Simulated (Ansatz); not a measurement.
# Worked example: self-consistent single point of Ti2Ga3 (P4/m, 10 atoms in the cell) in Ansatz

Method: PBEsol, default PAW files made with PBE (plane waves; Ansatz, a quantum-chemistry and plane-wave program).

Input:

Ansatz 0.2 input:
```yaml
# Ti2Ga3
crystal:
  lattice:
    - [6.284000, 0.000000, 0.000000]
    - [0.000000, 6.284000, 0.000000]
    - [0.000000, 0.000000, 4.010000]
  atoms:
    - { symbol: Ga, position_ang: [0.000000, 0.000000, 0.000000] }
    - { symbol: Ga, position_ang: [3.142000, 3.142000, 2.005000] }
    - { symbol: Ga, position_ang: [1.168824, 2.457044, 0.000000] }
    - { symbol: Ga, position_ang: [3.826956, 1.168824, 0.000000] }
    - { symbol: Ga, position_ang: [5.115176, 3.826956, 0.000000] }
    - { symbol: Ga, position_ang: [2.457044, 5.115176, 0.000000] }
    - { symbol: Ti, position_ang: [1.941756, 0.785500, 2.005000] }
    - { symbol: Ti, position_ang: [5.498500, 1.941756, 2.005000] }
    - { symbol: Ti, position_ang: [4.342244, 5.498500, 2.005000] }
    - { symbol: Ti, position_ang: [0.785500, 4.342244, 2.005000] }
basis:
  ecutwfc: 420.0 eV
kpoints:
  mp_grid:
    grid: [5, 5, 7]
hamiltonian:
  xc: pbesol
  pseudopotentials:
    kind: paw
scf:
  occupations:
    method: fermi_dirac
    width: 0.1 eV
output:
  forces: true
  eigenvalues: true
  stress: true
```

Log, with long lists cut:

```
WARN ansatz: RAYON_NUM_THREADS=1 ignored (pool sized by the plan → 1); use --threads N
Pseudopotentials: kind: paw
Pseudopotential: Ga, paw, valence charge 13
Pseudopotential: Ti, paw, valence charge 12
Crystal: 10 atoms, lattice volume = 158.350 Å³
Basis set: ecut = 420 eV, 3089 PW (Γ), exchange–correlation on 90×90×54 points (8 copies of the dense FFT grid, shifted against one another)
Bands: 76, of which v1, the nominal top of the filled ones, is band 63 counted from 1 (62 counted from 0)
Symmetry: 8 space group operations
Space group: P4/m (ITA 83), of the structure as read, at distance tolerance 5.4e-5 Å
k-points: 28 of 175
PAW frozen core: Ga, regenerated for the run's functional, and the local potential with it
PAW frozen core: Ti, regenerated for the run's functional, and the local potential with it
Initial density: superposition of atomic densities (neutral atoms: chi_scale 0, normalization atom), corrected by the library's trained network
Initial wavefunctions: pseudopotential atomic-orbital guess
Eigensolver: davidson
Functional: x = pbesol(κ = 0.804, μ = 0.12345679012345678), c = pbesol(β = 0.046)
SCF iter   1: F=—  HF=-32359.966233 eV  |F-HF|=—  |Δ(HF+E_count)|=         —  Δρ=5.84e-3  dr2=4.03e-2  ethr=1.77e-3  ⟨swp⟩=6.0  Hψ=8608  notcnv=0
all-band conjugate gradients solve this SCF's bands
preconditioner: auto → Kerker (q_TF=auto, 2.626 Å⁻¹)
SCF iter   2: F=—  HF=-32359.957118 eV  |F-HF|=—  |Δ(HF+E_count)|=   9.12e-3  Δρ=2.35e-3  dr2=7.17e-3  ethr=3.20e-5  ⟨swp⟩=2.0  Hψ=4110  notcnv=0
SCF iter   3: F=—  HF=-32359.956351 eV  |F-HF|=—  |Δ(HF+E_count)|=   7.67e-4  Δρ=8.85e-4  dr2=1.53e-3  ethr=5.69e-6  ⟨swp⟩=3.0  Hψ=4243  notcnv=0
SCF iter   4: F=—  HF=-32359.956111 eV  |F-HF|=—  |Δ(HF+E_count)|=   2.40e-4  Δρ=3.83e-4  dr2=4.61e-4  ethr=1.21e-6  ⟨swp⟩=2.0  Hψ=3007  notcnv=0
SCF iter   5: F=—  HF=-32359.956032 eV  |F-HF|=—  |Δ(HF+E_count)|=   7.88e-5  Δρ=8.02e-5  dr2=3.39e-5  ethr=3.66e-7  ⟨swp⟩=2.0  Hψ=2544  notcnv=0
SCF iter   6: F=—  HF=-32359.955982 eV  |F-HF|=—  |Δ(HF+E_count)|=   5.05e-5  Δρ=2.03e-5  dr2=1.11e-6  ethr=2.69e-8  ⟨swp⟩=2.0  Hψ=2570  notcnv=0
SCF iter   7: F=—  HF=-32359.955981 eV  |F-HF|=—  |Δ(HF+E_count)|=   1.01e-8  Δρ=1.03e-5  dr2=1.33e-7  ethr=8.80e-10  ⟨swp⟩=2.0  Hψ=3470  notcnv=0
SCF iter   8: F=-32359.955981 eV  HF=-32359.955981 eV  |F-HF|=4.69e-8  |Δ(HF+E_count)|=   1.38e-7  Δρ=4.40e-6  dr2=4.33e-8  ethr=7.94e-11  ⟨swp⟩=5.8  Hψ=7874  notcnv=0
SCF 1 converged in 8 iterations: F = -32359.955981 eV  dr2 = 4.33e-8
SCF converged after 8 iterations
Free energy (F): -32359.955981 eV
Harris-Foulkes:  -32359.955981 eV  (|F-HF|=4.69e-8)
Internal energy: -32359.768432 eV  (E = F + TS)
E sigma→0 (E₀):  -32359.862206 eV
Entropy (-TS):   -0.187550 eV (-18.755 meV/atom)
Fermi energy:    12.997425 eV
--- Per-component energies (eV) ---
  E_band       = -600.116380
  E_kinetic    = 1791.093789
  E_local      = -13056.924777  (includes V_loc(G=0)·N_el)
  E_nonlocal   = 2583.898258
  E_hartree    = 6028.301246
  E_xc         = -805.808878
  E_vxc        = -844.767083  (∫ρ·V_xc dr)
  E_paw        = -15775.751233  (= ΣΔE_a)
  E_vpaw       = -3130.019162  (= ΣTr[D̂ρ^β])
  E_aug_tail   = -0.000172  (compensation charges beyond the density's cutoff)
  E_ewald      = -13130.312069
  E_core_change = 5.735404  (= ΣΔE_core)
  E_smearing   = -0.187550  (= −TS)
  E_closure    = 0.000000  (closes the sum)
  Σ components = -32359.955981   (vs F -32359.955981, Δ=0.00e0)
--- Forces (eV/Å), atoms counted from 1 ---
  atom   1  Ga     0.00000000     0.00000000     0.00000000
  atom   2  Ga     0.00000000    -0.00000000     0.00000000
  atom   3  Ga    -0.13078141     0.12648243     0.00000000
  atom   4  Ga    -0.12648243    -0.13078141     0.00000000
  atom   5  Ga     0.13078141    -0.12648243     0.00000000
  atom   6  Ga     0.12648243     0.13078141     0.00000000
  atom   7  Ti    -0.22062406     0.08320851     0.00000000
  atom   8  Ti    -0.08320851    -0.22062406     0.00000000
  atom   9  Ti     0.22062406    -0.08320851     0.00000000
  atom  10  Ti     0.08320851     0.22062406     0.00000000
  max |Σ_I F_I| component: 6.94e-17 eV/Å
--- Stress (GPa, compression-positive) ---
       -4.234192       0.000000       0.000000
       -0.000000      -4.234192       0.000000
        0.000000       0.000000      -4.868314
  P = ⅓ Tr σ = -4.4456 GPa (-44.456 kbar)
  The stress holds the Pulay correction. Without it, at fixed plane waves, as pw.x and ABINIT print it: P = -4.4816 GPa
--- Band table (eV; the first three rows and the last of 28) ---
  k-point 0: bands = ["-43.5857", "-43.5506", "-43.5439", "-43.5439", "-20.0633", "-20.0546", "-20.0317", "-20.0258", "-20.0201", "-20.0201", "-19.9802", "-19.9802", "-19.8712", "-19.8481", "-19.7378", "-19.7378", "-1.8819", "-1.7794", "-1.7753", [...]
  k-point 1: bands = ["-43.5855", "-43.5505", "-43.5438", "-43.5438", "-20.0672", "-20.0541", "-20.0311", "-20.0284", "-20.0229", "-20.0229", "-19.9798", "-19.9798", "-19.8710", "-19.8480", "-19.7377", "-19.7377", "-1.8793", "-1.7718", "-1.7718", [...]
  k-point 2: bands = ["-43.5852", "-43.5503", "-43.5435", "-43.5435", "-20.0761", "-20.0532", "-20.0346", "-20.0295", "-20.0292", "-20.0292", "-19.9789", "-19.9789", "-19.8706", "-19.8477", "-19.7374", "-19.7374", "-1.8730", "-1.7603", "-1.7603", [...]
  k-point 27: bands = ["-43.5709", "-43.5664", "-43.5559", "-43.5285", "-20.0651", "-20.0593", "-20.0479", "-20.0318", "-20.0188", "-20.0186", "-19.9994", "-19.9452", "-19.8855", "-19.8771", "-19.7660", "-19.7063", "-1.7997", "-1.7789", "-1.7599", [...]
```

The run converged in 8 iterations.

The starting cell comes from a database of published, mostly measured structures (it also holds non-ambient and calculated ones), without a prior relaxation at this level. Spin polarisation is off. With a pressure of about -4 GPa the cell is away from its equilibrium volume at this level. Ansatz's pressure includes its estimate of the finite-basis (Pulay) stress.
